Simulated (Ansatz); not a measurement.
Ta, response to strain

Start from Ta in the bcc (W type) structure (space group Im-3m, No. 229; a = 3.282 Å; relaxed with 0.1 eV smearing). Axes: x, y, z lie along the cube axes.

Strains are applied to the cell and any free atomic positions relax; under biaxial strain the out-of-plane vector relaxes too.

Level of theory: DFT with PBEsol, PAW potentials and a 420 eV plane-wave cutoff in Ansatz (a quantum-chemistry and plane-wave program), no spin-orbit coupling.

Notes on the quantities. energy relative to the base: free energy F.

| biaxial strain, plane normal [001], relaxed out of plane (%) | energy relative to the base (meV/atom) |
|---|---|
| 0 | 0.0 |
| 0.5 | ? |
| 1 | 2.7 |
| 1.5 | 6.0 |
| 2 | 10.4 |
| 2.5 | 15.8 |
| 3 | 22.2 |

Q: Fit ΔE = Aε² + Bε³ (ε in %) to the rows shown and predict the withheld row.

A: Least squares on the printed values gives A = 2.86 and B = -0.13 meV/atom (largest residual 0.0 meV/atom); this predicts 0.7 meV/atom, and the run gives 0.7 meV/atom, in agreement.

Stability against distortions was not tested. All final runs are without spin polarisation.
